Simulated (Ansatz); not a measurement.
Short convergence ladders for CdHClO (P3m1, 8 atoms in the cell)

```
CELL_PARAMETERS angstrom
      3.75361     0.00000     0.00000
     -1.87681     3.25073     0.00000
      0.00000     0.00000    10.47164
ATOMIC_POSITIONS crystal
  Cd 0.66667 0.33333 0.49696
  Cd 0.33333 0.66667 0.99219
  H  0.00000 0.00000 0.31842
  H  0.00000 0.00000 0.81842
  Cl 0.66667 0.33333 0.15574
  Cl 0.33333 0.66667 0.65574
  O  0.00000 0.00000 0.41324
  O  0.00000 0.00000 0.91324
```

Base method: LDA (PW92), default PAW files made with PBE (plane waves; Ansatz, a first-principles code).

Base settings: basis.ecutwfc = 420 eV; kpoints.mp_grid.grid = 8 8 3; hamiltonian.xc = lda; hamiltonian.pseudopotentials = {kind: paw} (the program's default PAW files); scf.occupations.method = fixed.

The count of work is k-points × plane waves × bands × iterations; it is no time. Core times come from one kind of shared machine, to one figure; runs under 30 s give none.

**The cutoff for other potential files**

Level: DFT, LDA (PW92), plane waves, harder PAW files (source: ansatz) made with PBE.

In this ladder: hamiltonian.pseudopotentials = {kind: paw, source: ansatz}.

The second cell is the first with its lattice scaled by 0.98.

The mesh stays at the base's, so the ladder's end is converged at best in this setting alone.

The first pressure column holds Ansatz's estimate of the finite-basis (Pulay) stress, which hides part of the cutoff error; the other is without it.

Only quantities that move along the ladder and can be compared are tabulated.

| basis.ecutwfc | free energy less the last step's (meV/atom) | energy of the compressed cell less the first (meV/atom) | pressure (GPa) | pressure without the Pulay estimate (GPa) | largest difference of a force vector from the last step's (eV/Å) | count of work / last | core time / last (rough) |
|---|---|---|---|---|---|---|---|
| 420 eV | 538.85 | -26.34 | -6.63 | -27.64 | 0.569 | 0.098 | – |
| 510 eV | 154.37 | -32.23 | -7.25 | -14.72 | 0.137 | 0.14 | – |
| 650 eV | 18.28 | -32.49 | -7.34 | -8.62 | 0.007 | 0.19 | – |
| 790 eV | 1.70 | -32.50 | -7.33 | -7.47 | 0.002 | 0.28 | 0.3 |
| 930 eV | 0.48 | -32.50 | -7.33 | -7.34 | 0.002 | 0.32 | 0.4 |
| 1115 eV | 0.31 | -32.50 | -7.33 | -7.34 | 0.001 | 0.42 | 0.4 |
| 1395 eV | 0.14 | -32.51 | -7.33 | -7.34 | 0.000 | 0.65 | 0.7 |
| 1860 eV | 0.00 | -32.51 | -7.33 | -7.33 | 0.000 | 1.0 | 1 |

Coarsest basis.ecutwfc that holds the forces within 0.02 eV/Å of the last step, with all finer ones: 650 eV, at 0.19 of the last step's count of work; the step before is off by 0.14 eV/Å.

Coarsest basis.ecutwfc that holds the pressure without the Pulay estimate within 0.2 GPa of the last step, with all finer ones: 790 eV, at 0.28 of the last step's count of work and about 0.3 of the last step's time; the step before is off by 1.3 GPa.

Coarsest basis.ecutwfc that holds the free energy within 2 meV/atom of the last step, with all finer ones: 790 eV, at 0.28 of the last step's count of work and about 0.3 of the last step's time; the step before is off by 18 meV/atom.

The energy difference between the two cells stays within 1 meV/atom of the last step's from 510 eV on, the total only from 930 eV on: much of the error is common to both cells and cancels.

At the lowest cutoff the pressure without the Pulay estimate lies 20.3 GPa under the last step's, the usual sign of Pulay stress in an incomplete plane-wave basis.

**The density cutoff**

The mesh stays at the base's, so the ladder's end is converged at best in this setting alone.

Only quantities that move along the ladder and can be compared are tabulated.

| basis.ecutrho_ratio | free energy less the last step's (meV/atom) | pressure (GPa) |
|---|---|---|
| 2 | -0.84 | -7.20 |
| 3 | 0.04 | -7.35 |
| 4 | 0.00 | -7.34 |
| 5 | 0.00 | -7.34 |
| 6 | 0.00 | -7.34 |
| 8 | 0.00 | -7.34 |
| 10 | 0.00 | -7.34 |
| 12 | 0.00 | -7.34 |
| 16 | 0.00 | -7.34 |

Coarsest basis.ecutrho_ratio that holds the pressure within 0.05 GPa of the last step, with all finer ones: 3; the step before is off by 0.15 GPa.

Coarsest basis.ecutrho_ratio that holds the free energy within 0.5 meV/atom of the last step, with all finer ones: 3; the step before is off by 0.84 meV/atom.

**The relaxed cell against the cutoff**

On CdHClO (P6_3mc, 8 atoms in the cell): atoms on their sites.

In this ladder: relax = cell and atoms.

The mesh stays at the base's, so the ladder's end is converged at best in this setting alone.

Only quantities that move along the ladder and can be compared are tabulated.

```csv
basis.ecutwfc,relaxed volume (Å³/atom),relaxation steps,core time / last (rough)
295 eV,13.921,40,1
355 eV,13.953,15,0.6
420 eV,13.952,11,0.6
505 eV,13.950,8,0.5
630 eV,13.949,8,0.7
840 eV,13.948,8,1
```

Coarsest basis.ecutwfc that holds the relaxed volume within 0.014 Å³/atom of the last step, with all finer ones: 355 eV; the step before is off by 0.027 Å³/atom.

On the base run: the starting cell comes from a database of computed structures (which also holds hypothetical and non-ambient phases and stackings), without a prior relaxation at this level. Its lattice was rescaled by up to half a per cent. One atom was moved a little off its site on purpose.

Left out of this page: 2 runs of the series stopped by limits of time or memory.

Keys are those of Ansatz 0.2.
